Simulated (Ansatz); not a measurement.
A self-consistent single point of the (001) slab of Mg (cut from a parent of space group no. 194; 4 atoms in the cell) with Ansatz (a program for electronic structure).

Level of theory: LDA (PW92), PAW files made with PBE (plane waves; Ansatz).

```
CELL_PARAMETERS angstrom
      3.20037     0.00000     0.00000
     -1.60018     2.77160     0.00000
      0.00000     0.00000    21.79160
ATOMIC_POSITIONS crystal
  Mg 0.66667 0.33333 0.44041
  Mg 0.33333 0.66667 0.32122
  Mg 0.66667 0.33333 0.67878
  Mg 0.33333 0.66667 0.55959
```

Reference input (self-consistent single point, DFT, LDA (PW92), plane waves, PAW files made with PBE): basis.ecutwfc = 420 eV; kpoints.mp_grid.grid = 11 11 1; hamiltonian.xc = lda; hamiltonian.pseudopotentials = {kind: paw} (the program's default PAW files); scf.occupations.method = fermi_dirac; scf.occupations.width = 0.1 eV. This run's input differs from it in these lines:

Ansatz 0.2 input:
```diff
@@ -14,3 +14,3 @@
 kpoints:
-  mp_grid: { grid: [11, 11, 1] }
+  mp_grid: { grid: [16, 16, 1] }
 hamiltonian:
```

Log, with long lists cut:

```
SCF iter   1: F=—  HF=-7605.935066 eV  |F-HF|=—  |Δ(HF+E_count)|=         —  Δρ=1.16e-2  dr2=1.69e0  ethr=3.10e-3  ⟨swp⟩=7.7  Hψ=3568  notcnv=0
all-band conjugate gradients solve this SCF's bands
preconditioner: auto → LDOS
SCF iter   2: F=—  HF=-7605.696127 eV  |F-HF|=—  |Δ(HF+E_count)|=   2.39e-1  Δρ=4.75e-3  dr2=3.45e-2  ethr=3.10e-3  ⟨swp⟩=3.1  Hψ=1484  notcnv=0
SCF iter   3: F=—  HF=-7605.694106 eV  |F-HF|=—  |Δ(HF+E_count)|=   2.02e-3  Δρ=1.43e-3  dr2=5.56e-3  ethr=8.62e-5  ⟨swp⟩=2.1  Hψ=1442  notcnv=0
SCF iter   4: F=—  HF=-7605.692093 eV  |F-HF|=—  |Δ(HF+E_count)|=   2.01e-3  Δρ=3.03e-4  dr2=8.22e-4  ethr=1.39e-5  ⟨swp⟩=2.1  Hψ=1240  notcnv=0
SCF iter   5: F=—  HF=-7605.692013 eV  |F-HF|=—  |Δ(HF+E_count)|=   8.03e-5  Δρ=7.96e-5  dr2=1.04e-5  ethr=2.06e-6  ⟨swp⟩=1.6  Hψ=775  notcnv=0
SCF iter   6: F=—  HF=-7605.691985 eV  |F-HF|=—  |Δ(HF+E_count)|=   2.80e-5  Δρ=1.01e-5  dr2=3.44e-7  ethr=2.60e-8  ⟨swp⟩=2.0  Hψ=1347  notcnv=0
SCF iter   7: F=-7605.691985 eV  HF=-7605.691985 eV  |F-HF|=1.48e-9  |Δ(HF+E_count)|=   3.42e-8  Δρ=1.93e-6  dr2=1.13e-8  ethr=2.50e-10  ⟨swp⟩=8.2  Hψ=3257  notcnv=0
SCF 1 converged in 7 iterations: F = -7605.691985 eV  dr2 = 1.13e-8
Free energy (F): -7605.691985 eV
Internal energy: -7605.623390 eV  (E = F + TS)
E sigma→0 (E₀):  -7605.657688 eV
Entropy (-TS):   -0.068595 eV (-17.149 meV/atom)
Fermi energy:    0.587705 eV
--- Forces (eV/Å), atoms counted from 1 ---
  atom   1  Mg    -0.00000000     0.00000000     0.00375154
  atom   2  Mg     0.00000000    -0.00000000     0.05780348
  atom   3  Mg     0.00000000     0.00000000    -0.05780348
  atom   4  Mg     0.00000000    -0.00000000    -0.00375154
--- Stress (GPa, compression-positive) ---
       -1.855488      -0.000000       0.000000
       -0.000000      -1.855488       0.000000
        0.000000       0.000000      -0.381373
  P = ⅓ Tr σ = -1.3641 GPa (-13.641 kbar)
  The stress holds the Pulay correction. Without it, at fixed plane waves, as pw.x and ABINIT print it: P = -1.3669 GPa
```

The run converged in 7 iterations. Against the reference run the free energy is nearly the same (within 1 meV/atom) and the largest force goes from 0.090 to 0.058 eV/Å.

The starting cell has typed, rounded lattice constants, without a prior relaxation at this level. The slab is cut from that crystal, and its faces are unrelaxed. Its lattice was rescaled by up to half a per cent.
